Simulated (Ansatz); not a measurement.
HfN: response to strain

The parent structure is HfN in the rock salt structure (space group Fm-3m, No. 225; a = 4.548 Å; relaxed with 0.1 eV smearing).

Strains are applied to the cell and any free atomic positions relax.

All numbers come from PBE (Ansatz, a first-principles code; PAW; 420 eV plane waves; spin-orbit coupling left out).

```csv
isotropic strain (%),pressure (GPa)
-2.5,23.5
-2,18.1
-1.5,13.1
-1,?
0,0.0
1,-7.4
1.5,-10.7
2,-13.8
2.5,-16.6
```

### Question
Fit P = P₀ − Bδ + Cδ² with δ = (1 + ε)³ − 1 to the rows shown and predict the withheld row.

### Answer
Least squares on the printed values gives P₀ = 0.0 GPa, B = 268 GPa, C = 695 GPa (largest residual 0.2 GPa); this predicts 8.6 GPa, and the run gives 8.5 GPa, in agreement.

Stability against distortions was not tested. The final runs are not spin-polarised. An odd electron count without spin: HfN.
